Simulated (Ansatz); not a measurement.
## Au, response to strain

The parent structure is Au in the fcc (Cu type) structure (space group Fm-3m, No. 225; relaxed with 0.1 eV smearing).

```
Au
1.0
    0.00000     2.06226     2.06226
    2.06226     0.00000     2.06226
    2.06226     2.06226     0.00000
Au
1
Direct
  0.00000   0.00000   0.00000
```

Cartesian axes are those of the cell as printed.

Strains are applied to the cell and any free atomic positions relax; under biaxial strain the out-of-plane vector relaxes too.

Level of theory: r2SCAN (Ansatz, a program for electronic structure), no SOC.

```csv
"biaxial strain, plane normal [001], relaxed out of plane (%)",out-of-plane strain (%)
-3,5.23
-2.5,4.39
-2,3.55
-1.5,2.69
-1,?
-0.5,0.91
0,0.00
```

Task: Fit ε⊥ = −νε + γε² (strains in %) to the rows shown and predict the withheld row.

Result: Least squares on the printed values gives ν = 1.84 (the biaxial Poisson response) and γ = -0.032 (largest residual 0.01 %); this predicts 1.81 %, and the run gives 1.81 %, in agreement.

No phonon test of stability was made.
